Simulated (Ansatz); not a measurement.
The reference is NiO in the rock salt structure (space group Fm-3m, No. 225; ferromagnetic).

```
CELL_PARAMETERS angstrom
      0.00000     2.09432     2.09432
      2.09432     0.00000     2.09432
      2.09432     2.09432     0.00000
ATOMIC_POSITIONS crystal
  O  0.00000 0.00000 0.00000
  Ni 0.50000 0.50000 0.50000
```

Cartesian axes are those of the cell as printed.

Level of theory: plane-wave PAW DFT at the r2SCAN level (Ansatz, an electronic-structure program, 500 eV), no SOC.

Base values:

- Largest site moment: 1.67 μB
- Band gap: 0.82 eV
- Volume per atom: 9.19 Å³
- Pressure: 0.00 GPa

Perturbation: compressive biaxial strain of 0.37 % in the plane normal to [110], as in epitaxy on a mismatched substrate; the out-of-plane cell vector and the atoms relax.

Question: What does the calculation give for the largest site moment after the change?

Answer: The largest site moment is still 1.67 μB.

Question: What does the calculation give for the band gap after the change?

Answer: The band gap decreases by 0.03 eV, from 0.82 eV to 0.79 eV.

Question: How does this affect the volume per atom?

Answer: The volume per atom decreases by 0.04 Å³, from 9.19 Å³ to 9.15 Å³.

Question: How does this affect the pressure?

Answer: The pressure (mean of the normal stresses, compression positive) goes from zero to 0.89 GPa.

Stability against distortions was not tested. No Hubbard U is applied and the magnetic state is the run's own (NiO ferromagnetic); small cells can't hold the antiferromagnetic order that many such compounds have, so gaps and moments can be off. Where the two band edges lie in opposite spin channels, the gap is a spin-flip gap. In its common phase, real NiO is an antiferromagnetic insulator at low temperature.
